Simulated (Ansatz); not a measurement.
Take Ti in the hcp (Mg type) structure (space group P6_3/mmc, No. 194; a = 2.936 Å, c = 4.640 Å; relaxed with 0.1 eV smearing) as the base. Axes: x lies along a and z along c of the hexagonal cell.

Method: Kohn–Sham DFT with the r2SCAN functional, run in Ansatz (a program for electronic structure) with PAW and 500 eV plane waves, no SOC.

For the base:

| Item | Result |
|---|---|
| Pressure | 0.0 GPa |
| Shortest interatomic distance | 2.874 Å |

Perturbation: uniaxial strain ε_zz = −1.00 %, all other strain components held at zero; the atoms relax in the strained cell.

What does the calculation give for the energy relative to the base after the change?

The energy increases by 1.1 meV/atom.

Predict the new pressure.

The pressure (mean of the normal stresses, compression positive) goes from zero to 1.2 GPa.

What happens to the shortest interatomic distance?

The shortest interatomic distance shrinks by 0.019 Å, from 2.874 Å to 2.855 Å.

Stability against distortions was not tested. All final runs are without spin polarisation.
